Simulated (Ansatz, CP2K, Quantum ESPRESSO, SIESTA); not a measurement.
**MgB₂ (P6/mmm, 3 atoms in the cell) computed with different codes at matched settings**

Self-consistent single point.

```
CELL_PARAMETERS angstrom
      2.99722     0.00000     0.00000
     -1.49861     2.59567     0.00000
      0.00000     0.00000     3.44552
ATOMIC_POSITIONS crystal
  Mg 0.00000 0.00000 0.00000
  B  0.66667 0.33333 0.50000
  B  0.33333 0.66667 0.50000
```

Shared settings, as Ansatz (a program for electronic structure) writes them: kpoints.mp_grid.grid = 13 13 10; scf.occupations.method = fermi_dirac; scf.occupations.width = 0.1 eV. Potentials and cutoffs stand in the table.

```
code                                                                                                                                 model  pressure (GPa)        cutoff
----------------  ------------------------------------------------------------------------------------------------------------------------  --------------  ------------
Quantum ESPRESSO                                                                       LDA (PZ), GBRV 1.5 ultrasoft (LDA) pseudopotentials            5.88         40 Ry
Ansatz                                                                                                 LDA (PW92), PAW files made with PBE            5.26       default
SIESTA            LDA PW92, numerical atomic orbitals DZP, PseudoDojo LDA standard norm-conserving potentials (rewritten from UPF to PSML)           10.00   grid 300 Ry
CP2K                                                  LDA (Pade form), GPW, DZVP-MOLOPT-SR-GTH basis, GTH-PADE potentials (GTH_POTENTIALS)            8.27  grid 1000 Ry
```

The spread over the programs that give each value: pressure within 4.74 GPa.

SIESTA and CP2K use small atom-centred bases, whose incompleteness enters pressures, forces and empty levels differently from a plane-wave cutoff. Ansatz's pressure is given at a fixed set of plane waves, as the other plane-wave codes print theirs; with its correction for the finite basis it is 5.41 GPa. The same LDA comes in different parametrisations, which differ slightly. In the pressure, SIESTA (by 4.43) and CP2K (by 2.70) lie more than 1 GPa from the median of the plane-wave programs.

The starting cell comes from a database of computed structures (which also holds hypothetical and non-ambient phases and stackings), without a prior relaxation at this level. Its lattice was rescaled by a random factor within 2.5 % of one.

Left out of this page: ABINIT (with a known weakness of the program); GPAW and FLEUR (not drawn, or without a comparable value).

Keys are those of Ansatz 0.2.
